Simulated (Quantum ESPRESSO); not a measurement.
Input and output of a self-consistent single point for SnO₂ (P4_2/mnm, 6 atoms in the cell) (Quantum ESPRESSO).

Level of theory: PBE, spin-orbit coupling, PseudoDojo fully relativistic norm-conserving (PBE) pseudopotentials (plane waves; Quantum ESPRESSO).

```
SnO2
1.0
    4.74000     0.00000     0.00000
    0.00000     4.74000     0.00000
    0.00000     0.00000     3.19000
Sn O
2 4
Direct
  0.00000   0.00000   0.00000
  0.50000   0.50000   0.50000
  0.30700   0.30700   0.00000
  0.80700   0.19300   0.50000
  0.19300   0.80700   0.50000
  0.69300   0.69300   0.00000
```

Reference input (self-consistent single point, DFT, PBE, plane waves, GBRV 1.5 ultrasoft (PBE) pseudopotentials): ecutwfc = 40 Ry; ecutrho = 200 Ry; occupations = smearing; smearing = fermi-dirac; degauss = 0.000734986 Ry; potentials = {Sn: sn_pbe_v1.4.uspp.F.UPF, O: o_pbe_v1.2.uspp.F.UPF}; K_POINTS = automatic 4 4 5 0 0 0; conv_thr = 1e-11 Ry; mixing_beta = 0.3. This run's input differs from it in these lines:

```diff
@@ -12,4 +12,3 @@
  ntyp = 2
- ecutwfc = 40
- ecutrho = 200
+ ecutwfc = 85
  occupations = 'smearing'
@@ -17,2 +16,4 @@
  degauss = 0.000734986
+ noncolin = .true.
+ lspinorb = .true.
 /
@@ -23,4 +24,4 @@
 ATOMIC_SPECIES
-Sn   118.7100  sn_pbe_v1.4.uspp.F.UPF
-O     15.9990  o_pbe_v1.2.uspp.F.UPF
+Sn   118.7100  Sn.upf
+O     15.9990  O.upf
 CELL_PARAMETERS angstrom
```

The program printed (abridged):

```
     Self-consistent Calculation

     iteration #  1     ecut=    85.00 Ry     beta= 0.30

     total energy              =    -447.33887308 Ry
     estimated scf accuracy    <       1.59952596 Ry

     iteration #  2     ecut=    85.00 Ry     beta= 0.30

     total energy              =    -447.54041773 Ry
     estimated scf accuracy    <       0.09309888 Ry

     iteration #  3     ecut=    85.00 Ry     beta= 0.30

     total energy              =    -447.55165589 Ry
     estimated scf accuracy    <       0.02028500 Ry

   [... 8 blocks of this kind left out ...]

     iteration # 12     ecut=    85.00 Ry     beta= 0.30

     total energy              =    -447.55288955 Ry
     estimated scf accuracy    <          1.5E-10 Ry

     iteration # 13     ecut=    85.00 Ry     beta= 0.30
     End of self-consistent calculation

   [... 5 lines left out ...]

   [... 5 lines left out ...]

     the Fermi energy is    10.6563 ev

!    total energy              =    -447.55288955 Ry
     estimated scf accuracy    <          4.4E-12 Ry
     smearing contrib. (-TS)   =      -0.00000000 Ry
     internal energy E=F+TS    =    -447.55288955 Ry

     convergence has been achieved in  13 iterations

     Forces acting on atoms (cartesian axes, Ry/au):

     atom    1 type  1   force =     0.00000000    0.00000000    0.00000000
     atom    2 type  1   force =     0.00000000    0.00000000    0.00000000
     atom    3 type  2   force =    -0.00661583   -0.00661583   -0.00000000
     atom    4 type  2   force =    -0.00661583    0.00661583    0.00000000
     atom    5 type  2   force =     0.00661583   -0.00661583    0.00000000
   [... lines left out ...]

     Total force =     0.018712     Total SCF correction =     0.000000

          total   stress  (Ry/bohr**3)                   (kbar)     P=      104.37
   0.00064746   0.00000000   0.00000000           95.24        0.00        0.00
   0.00000000   0.00064746   0.00000000            0.00       95.24        0.00
   0.00000000   0.00000000   0.00083359            0.00        0.00      122.62

   JOB DONE.
```

The run converged in 13 iterations. Against the reference run the pressure goes from 10.97 to 10.44 GPa, the largest force goes from 0.252 to 0.241 eV/Å and the gap on the mesh stays at 1.264 eV.

The starting cell has typed, rounded lattice constants, without a prior relaxation at this level. With a pressure of about 10 GPa the cell is away from its equilibrium volume at this level.

Cost on one core of a shared machine: roughly 5 min.
